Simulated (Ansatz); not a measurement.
The parent structure is SnSe in the GeS type structure (space group Pnma, No. 62; a = 11.536 Å, b = 4.121 Å, c = 4.578 Å; layered, stacked along the Cartesian x axis).

Method: DFT with r2SCAN+rVV10, PAW potentials and a 500 eV plane-wave cutoff in Ansatz (a program for electronic structure), spin-orbit coupling left out.

Free-standing slabs (4 atom(s) a layer) normal to the stacking axis with 15 Å of vacuum; in-plane cell relaxed.

One change was made to it. Results:

```json
[
 {"quantity": "gap character", "base": "–", "after": "indirect, Γ–Z (75 % along) → Γ–X (78 % along)"},
 {"quantity": "excess energy per area of both faces (slab less bulk energy over the cell's area: twice a surface energy)", "base": "–", "after": "0.52 J/m²"},
 {"quantity": "band gap", "base": "0.89 eV", "after": "1.42 eV"},
 {"quantity": "smallest direct gap", "base": "1.18 eV", "after": "1.59 eV"}
]
```

**Question.** Which of these changes matches the shifts?
(A) 1 layer
(B) 4 layers
(C) 2 layers

**Answer.** A, 1 layer. For comparison, the band gap in the other runs: 2 layers gives 1.16 eV; 4 layers gives 1.01 eV.

The excess energy carries the mismatch between the slab's and the bulk's meshes. No phonon test of stability was made. Labels are those of the standard path for the cell's own space group.
